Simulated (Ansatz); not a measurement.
Given:

```
CELL_PARAMETERS angstrom
      0.00000     3.46090     3.46090
      3.46090     0.00000     3.46090
      3.46090     3.46090     0.00000
ATOMIC_POSITIONS crystal
  Te 0.00000 0.00000 0.00000
  Pb 0.50000 0.50000 0.50000
```

No spin polarisation.

Calculations: DFT with PBE, PAW potentials and a 420 eV plane-wave cutoff in Ansatz (a first-principles code), no spin-orbit coupling. Settings: 9×9×9 k-points, 0.05 eV Fermi–Dirac smearing.

Task: What is the computed pressure?

Result: -4.23 GPa.

Task: What is the computed gap character?

Result: Direct at L.

Task: What hole mass does the calculation give?

Result: 0.76 mₑ along k, 0.15 mₑ across (at L).

Task: What is the computed band gap?

Result: 1.03 eV.

With Pb and Te present, leaving out spin-orbit coupling can change the band edges. The cells carry an imposed strain or load. Masses are band curvatures over ±0.01 Å⁻¹ around the edge. Along k means along the line from Γ to the band edge. Stability against distortions was not tested. The cell was made from PbTe in the rock salt structure (space group Fm-3m, No. 225) by this change: isotropic strain +5.36 %.
